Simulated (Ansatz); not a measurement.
# A constructed model of the (111) surface of fcc Al, (√3x√3)R30° surface alloy, Mn on one Al site of the top plane (bottom of the slab: a bare face, its two planes held)

All values below come from PBE (plane waves to 420 eV, PAW; Ansatz, an electronic-structure program).

Slab: 18 atoms, 11.7 Å thick at the start with caps and adatoms (thin: gaps and levels are the slab's own); k 9x9x1, smearing 0.1 eV, dipole-corrected; 6 atoms held, the rest relaxed; symmetry of the start imposed; spin-polarised, ending with about 3.1 μB a cell; orders that need a larger cell were not tried, no spin-orbit, no U. It is one candidate, not shown to be the stable structure of the face.

| Quantity | Value |
|---|---|
| work function of the top face | 4.11 eV |
| energy released by relaxation | 0.13 eV |
| magnetic moment of the cell | 3.12 μB |
| cost | very roughly 4 core-minutes |
